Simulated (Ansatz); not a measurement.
Fluorite PtAl2 was calculated with PBE+SOC in Ansatz (PAW).

Run with plane-wave cutoff 520 eV, 16×16×16 k mesh, Fermi–Dirac smearing 0.05 eV, PAW data made under PBE.

Pressure at four volumes; x = ln(V/17.453 Å³). One pressure is withheld.

```
V (Å³/atom)        x  P (GPa)
-----------  -------  -------
16.406       -0.0619        ?
16.755       -0.0408     5.82
17.453        0.0000     0.00
18.500        0.0583    -6.65
```

Pass a parabola P(x) through the three rows shown, estimate the bulk modulus and its pressure derivative near zero pressure, and predict the withheld pressure.

Slopes between the rows: (0.00 − (5.82))/(0.0000 − (-0.0408)) = -142.65 and (-6.65 − (0.00))/(0.0583 − (0.0000)) = -114.07 GPa. Their difference over the span 0.0991 is c = 28.58/0.0991 = 288.4 GPa, so P(x) = 5.82 + (-142.65)(x − (-0.0408)) + 288.4 (x − (-0.0408))(x − (0.0000)). At the middle row B = −dP/dx = −[-142.65 + 288.4 × 0.0408] = 130.9 GPa, and B′ = dB/dP = 2c/B = 4.4. At x = -0.0619 the parabola gives 9.21 GPa; the run gives 9.25 GPa. The Birch–Murnaghan fit to the energies at all volumes has B0 = 130 GPa and B′ = 4.5.

Ansatz is a first-principles code.
